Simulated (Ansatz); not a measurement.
**Amorphous Ga₂₄O₃₇Sr**

It comes from a melt-quench run on a machine-learned potential (CHGNet), relaxed afterwards by DFT. O atoms were pushed apart under 1.9 Å during the dynamics, to hinder bonds among them. The hot cell started wider than the set density and was brought back towards it in steps. It is the lowest in DFT energy of 2 quenches. It is a model cell: composition and starting density were chosen by hand, and all elements were melted together. No dispersion term was used.

Methods: PBE, scalar-relativistic without spin-orbit coupling (Ansatz, a first-principles code); r2SCAN, scalar-relativistic without spin-orbit coupling (Ansatz); HSE06, scalar-relativistic without spin-orbit coupling (Ansatz). Geometry, pressure, stress and energy are those of the PBE run. Its sampling: a 2×2×2 Γ-centred mesh; Fermi-Dirac width 0.02 eV; no spin polarisation. Other functionals are single points at the zone centre (r2SCAN at 500 eV; exact exchange cut at the cell's faces), free to take moments where seeds were set. At PBE the levels at the filled edge of the gap are localised (band-tail or defect states), and the nearest spread-out levels lie 2.2 eV apart at the zone centre.

The number of atoms in the cell is 62, the density (held, not predicted) is 5.01 g/cm^3 and the volume per atom is 12.58 Å³. The pressure on a 2×2×2 Γ-centred mesh is 29.5 kbar, the largest force and stress component on that mesh (the relaxation ran on the zone centre alone) is 0.04 eV/Å and 3.0 GPa and the energy relative to beta Ga2O3 + rock-salt SrO (lowest mix at this level among the phases computed, not always the ambient ones) is 0.113 eV/atom. The level gap on a 2×2×2 Γ-centred mesh (PBE) is 1.81 eV. The level gap at the zone centre (PBE) is 1.81 eV. The level gap at the zone centre (r2SCAN) is 2.33 eV and the level gap at the zone centre (HSE06) is 3.50 eV.

Neighbours within Ga-Ga 2.68 Å, Ga-O 2.40 Å, Ga-Sr 3.43 Å, O-O 1.58 Å, O-Sr 3.13 Å, Sr-Sr 4.18 Å count as bonded. Two cations that share two anions don't count as bonded, nor two that share one unless they lie closer than Ga-Ga 2.61 Å, Ga-Sr 3.34 Å, Sr-Sr 4.07 Å.

```
Item                                                               Value
---------------------------------  -------------------------------------
Mean coordination of Ga by anions  4.67 (10 with 4, 12 with 5, 2 with 6)
Mean coordination of O              3.22 (1 with 2, 27 with 3, 9 with 4)
Mean coordination of Sr by anions                        7.00 (1 with 7)
Mean Ga-O bond                     1.940 Å (spread 0.110 Å, 112 counted)
Mean O-Sr bond                       2.588 Å (spread 0.251 Å, 7 counted)
```

Its density started from a set value of 5.01 g/cm³. Cooling (nominally 330 K/ps over its main leg) ran many orders faster than in experiment, which tends to leave more defects and strain. Values belong to this one cell and scatter from quench to quench. The volume was held where the preparation left it and the shape relaxed, at a PBE pressure of 2.9 GPa. Stress components on the final sampling reach 3.0 GPa.
